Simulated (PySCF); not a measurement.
PySCF 2.14.0, WB97X/def2-svp: Se(OH)(NH2) (N[Se]O), 6 atoms. The geometry is a generated start, not checked to be a minimum at this level.

| Item | Value |
|---|---|
| task | energy and gradient |
| method | wb97x |
| basis | def2-svp |
| mol.max_memory | 7000 MB |
| mf.init_guess | minao (default) |
| mf.DIIS | CDIIS (default) |
| mf.diis_space | 8 (default) |
| mf.conv_tol | 1e-09 (default) |
| mf.grids.level | 3 (default) |
| basis functions (reference run) | 75 |
| grid points (reference run) | 77832 |

```xyz
6

Se     0.1546     0.2268     1.1457
O      0.0651     1.6094    -0.0458
H      0.9439     1.8797    -0.3257
N     -0.3004    -1.1857     0.1150
H      0.3681    -1.4172    -0.6106
H     -1.2313    -1.1130    -0.2787
```
Charge 0, spin multiplicity 1.

The reference run uses exact four-centre integrals. Single runs; times are not shown.

Settings tried, all else as in the reference:
- density fitting, auxbasis = def2-universal-jfit
- density fitting
- density fitting of J alone, exact K
- density fitting, auxbasis = autoaux

Which of these stay within 1.0 meV/atom in energy, 10 meV/Å in forces (largest component) of the reference run?

Within it: density fitting, auxbasis = autoaux; density fitting; density fitting of J alone, exact K. Outside: density fitting, auxbasis = def2-universal-jfit.

```tsv
setting	energy against the reference	difference in forces (largest component)
density fitting, auxbasis = autoaux	−0.097 meV/atom	0.94 meV/Å
density fitting	−0.13 meV/atom	0.50 meV/Å
density fitting of J alone, exact K	−0.28 meV/atom	0.39 meV/Å
density fitting, auxbasis = def2-universal-jfit	+17000 meV/atom	490 meV/Å
```

Total energies are compared; such shifts often cancel in part in energy differences. def2-universal-jfit is made for Coulomb alone and misses functions that exchange needs. Also tried and not ranked: density fitting, auxbasis = def2-universal-jkfit (same energy as a listed run); COSX exchange (sgx_fit, pjs) with fitted J, mf.with_df.grids_level_i = 1, mf.with_df.grids_level_f = 1 (gradient came out as NaN); COSX exchange (sgx_fit, pjs) with fitted J, mf.with_df.grids_level_i = 1, mf.with_df.grids_level_f = 2 (default) (gradient came out as NaN); COSX exchange (sgx_fit, pjs) with fitted J, mf.with_df.grids_level_i = 1, mf.with_df.grids_level_f = 3 (gradient came out as NaN); COSX exchange (sgx_fit, pjs) with fitted J, mf.with_df.grids_level_i = 1, mf.with_df.grids_level_f = 4 (gradient came out as NaN). The tolerance is a choice made for this comparison.
